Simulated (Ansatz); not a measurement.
We consider CsCl-type AuZn (cubic form, which distorts at low temperature), described by PBEsol (Ansatz, an electronic-structure program, plane waves, PAW).

Settings: plane-wave cutoff 500 eV, 18×18×18 k mesh, Fermi–Dirac smearing 0.1 eV, scalar-relativistic PAW data made under PBE.

Computed at the level's own relaxed cell.

Problem. Give the computed equilibrium volume per atom and lattice parameter a.

Solution. 
- equilibrium volume per atom = 15.31 Å³/atom
- lattice parameter a = 3.129 Å

Note: symmetry holds this phase in the static calculation, where it need not be a minimum.

Spin–orbit coupling is not included; it can shift volumes and moduli of such heavy elements.

The computed numbers hold no vibrational or temperature effects.

The result took about 70 core-seconds (a rough figure).
